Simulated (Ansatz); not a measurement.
Data:

```
WSe2
1.0
    3.21606     0.00000     0.00000
   -1.60803     2.78519     0.00000
    0.00000     0.00000    12.27681
W Se
2 4
Cartesian
  1.60803   0.92840   9.20760
  0.00000   1.85679   3.06920
  1.60803   0.92840   4.75227
  0.00000   1.85679  10.89068
  0.00000   1.85679   7.52453
  1.60803   0.92840   1.38613
```

No spin polarisation.

Computed with Ansatz (a first-principles code) PBEsol-D3(BJ), no spin-orbit coupling. k-mesh 12×12×3 (Γ-centred); smearing 0.05 eV (Fermi–Dirac).

Problem. What is the computed band gap?

Solution. 0.60 eV.

Problem. Estimate the hole mass.

Solution. 1.7 mₑ along c, 0.56 mₑ across (at Γ).

Problem. What smallest direct gap does the calculation give?

Solution. 1.54 eV.

With W present, leaving out spin-orbit coupling can change the band edges. Load acts through the strain it causes; cell and atoms are relaxed under it. Effective masses come from finite differences of ±0.01 Å⁻¹. Whether these cells are dynamically stable was not tested. The cell was made from WSe$_{2}$ (space group P6_3/mmc, No. 194; layered, stacked along the Cartesian z axis) by this change: pressure 1.5 GPa.
